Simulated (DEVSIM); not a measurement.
Structure: Pt/La2O3/p-InP capacitor, at 400 K.

Layer 1 from the left is La2O3, thickness (nm) 6.20. Layer 2 from the left is InP, thickness (nm) 2800, Na (cm⁻³) 5.1e16.

Metal gate on the left, work function 5.6 eV. Fixed charge at the semiconductor interface 2.8e10 cm⁻² (in units of +e); no interface traps.

Constants are typed, rounded textbook-type inputs, not results; the design itself was drawn at random and stands for no fabricated device. Values at 300 K; Nc and Nv go as T^1.5, mobilities as T to minus their exponent, the gap by Varshni's rule with the affinity fixed.

La2O3: gap (eV) 5.8, affinity (eV) 1.8, permittivity 27. InP: gap (eV) 1.344, affinity (eV) 4.38, permittivity 12.5, Nc (cm⁻³) 5.7e17, Nv (cm⁻³) 1.1e19, Varshni α (eV/K) 0.000363, Varshni β (K) 162.

**Question.** Estimate by hand the flat-band voltage, the threshold voltage, and compare with a numerical solution.

**Answer.** 
- Flat-band voltage: C = 3.86 μF/cm², work-function difference 0.109 V; VFB = φms − qNf/C = 0.11 V; numerical 0.11 V.
- Threshold voltage: φF = 0.507 V, depletion charge √(4εqNφF) = 1.35e-7 C/cm²; VT = VFB + 2φF + Qd/C = 1.16 V; numerical 1.16 V.

Model (solved in DEVSIM): 1D Poisson equation in equilibrium, Boltzmann statistics, complete ionisation; no quantum confinement or tunnelling. Metal contacts follow the ideal Schottky-Mott rule: no Fermi-level pinning, no interface dipoles.
